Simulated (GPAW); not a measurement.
GPAW run on Cl₂ (Cmce, 4 atoms in the cell): self-consistent single point.

Method of the run: PBEsol, GPAW PAW datasets PBEsol (made by gpaw-setup) (plane waves; GPAW).

```xyz
4
Lattice="3.2325 -2.0375 0.0000 3.2325 2.0375 0.0000 0.0000 0.0000 8.3209" Properties=species:S:1:pos:R:3 pbc="T T T"
Cl     3.2325    -1.5708     5.0321
Cl     3.2325     1.5708     3.2888
Cl     3.2325    -0.4667     0.8716
Cl     3.2325     0.4667     7.4493
```

Reference input (self-consistent single point, DFT PBE, plane waves, GPAW PAW datasets PBE (gpaw-data 1.0.1)): mode = pw; ecut = 600 eV; xc = PBE; kpts = 9 9 4; mesh shift (steps) = 0 0 0; occupations.name = fermi-dirac; occupations.width = 0.05 eV; nbands = -6; convergence.density = 1e-05 e/electron; convergence.energy = 1e-05 eV/electron; convergence.bands = -4; symmetry.symmorphic = false. This run's input differs from it in these lines:

```diff
@@ -15,3 +15,3 @@
 calc = GPAW(mode=PW(600),
-            xc='PBE',
+            xc='PBEsol',
             kpts={'size': (9, 9, 4), 'gamma': True},
```

Its files differ too (potentials: GPAW PAW datasets PBEsol (made by gpaw-setup)).

Output, abridged:

```
     iter     time        total  log10-change:
                         energy   eigst   dens
iter:   1 --:--:--    -8.240757   +0.30
iter:   2 --:--:--    -8.246865   -1.13  -1.05
iter:   3 --:--:--    -7.850400   -1.65  -1.09
iter:   4 --:--:--    -7.818323   -1.92  -1.49
iter:   5 --:--:--    -7.804455   -2.24  -2.02
iter:   6 --:--:--    -7.800093   -3.96  -2.10
iter:   7 --:--:--    -7.805308   -3.55  -2.27
iter:   8 --:--:--    -7.797785   -2.99  -2.10
iter:   9 --:--:--    -7.797911   -4.80  -3.11
iter:  10 --:--:--    -7.797845c  -5.23  -3.01
iter:  11 --:--:--    -7.797810c  -4.77  -3.20
iter:  12 --:--:--    -7.797806c  -6.60  -3.70
iter:  13 --:--:--    -7.797806c  -7.16  -3.94
iter:  14 --:--:--    -7.797806c  -8.09c -4.03
iter:  15 --:--:--    -7.797809c  -6.28  -4.09
iter:  16 --:--:--    -7.797806c  -6.23  -3.85
iter:  17 --:--:--    -7.797806c  -7.23  -4.21
iter:  18 --:--:--    -7.797806c  -7.13  -4.14
iter:  19 --:--:--    -7.797807c  -6.53  -4.31
iter:  20 --:--:--    -7.797806c  -6.88  -4.03
iter:  21 --:--:--    -7.797806c  -7.96c -4.85
iter:  22 --:--:--    -7.797806c  -9.21c -5.08c
Converged after 22 iterations.

Dipole moment: (-0.000000, 0.000000, -0.000000) |e|*Ang

Energy contributions relative to reference atoms: (reference = -50144.416757)

Kinetic:         +8.087964
Potential:       -6.387518
External:        +0.000000
XC:              -9.681435
Entropy (-ST):   -0.000000
Local:           +0.183183
SIC:             +0.000000
--------------------------
Free energy:     -7.797806
Extrapolated:    -7.797806

Showing only first 2 kpts
 Kpt  Band  Eigenvalues  Occupancy
  0    12      0.27394    2.00000
  0    13      0.40739    2.00000
  0    14      2.69327    0.00000
  0    15      3.75499    0.00000

  1    12      0.29433    2.00000
  1    13      0.38864    2.00000
  1    14      2.82692    0.00000
  1    15      3.56129    0.00000

Fermi level: 1.62992

Gap: 2.286 eV
Transition (v -> c):
   [... lines left out ...]
Energy (eV): -7.797806

Forces in eV/Ang:
  0 Cl    0.00000    0.35210    0.70376
  1 Cl    0.00000   -0.35210   -0.70376
  2 Cl    0.00000   -0.35210    0.70376
  3 Cl    0.00000    0.35210   -0.70376

Stress tensor:
    -0.000832     0.000000     0.000000
     0.000000    -0.002860     0.000000
     0.000000     0.000000    -0.014941
Stress (GPa, Voigt): [-0.1334 -0.4582 -2.3939  0.      0.      0.    ]
```

The run converged in 22 iterations. GPAW prints stress with tension positive. Against the reference run the pressure goes from 2.75 to 1.00 GPa, the largest force goes from 0.928 to 0.787 eV/Å and the gap on the mesh goes from 2.361 to 2.286 eV.

The starting cell comes from a database of computed structures (which also holds hypothetical and non-ambient phases and stackings), without a prior relaxation at this level. Its lattice was rescaled by a random factor within 2.5 % of one.

Cost on one core of a shared machine: roughly 70 s.
